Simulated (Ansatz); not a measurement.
# HgRh2Se4 (space group I-4, No. 82; a hypothetical phase, not in the database extracts checked)

```
HgRh2Se4
1.0
   -2.91150     2.91150     4.59836
    2.91150    -2.91150     4.59836
    2.91150     2.91150    -4.59836
Rh Hg Se
2 1 4
Direct
  0.50000   0.50000   0.00000
  0.25000   0.75000   0.50000
  0.00000   0.00000   0.00000
  0.45523   0.90151   0.03712
  0.86439   0.41811   0.96288
  0.09849   0.13561   0.55372
  0.58189   0.54477   0.44628
```

Computed with PBEsol, PAW, 420 eV (Ansatz, a first-principles code; spin-orbit coupling left out). Γ-centred 11×11×11 mesh, Fermi–Dirac width 0.05 eV.

| Item | Value |
|---|---|
| Volume per atom | 22.27 Å³ |
| Density | 7.69 g/cm³ |
| Band gap | zero |
| Total energy | -6863.240 eV/atom (σ→0; compares only within this code and set-up) |

With Hg present, leaving out spin-orbit coupling can change the band edges. No phonon test of stability was made. The final runs are not spin-polarised. HgRh2Se4 has a high density of states at the Fermi level and may be magnetic at this level.
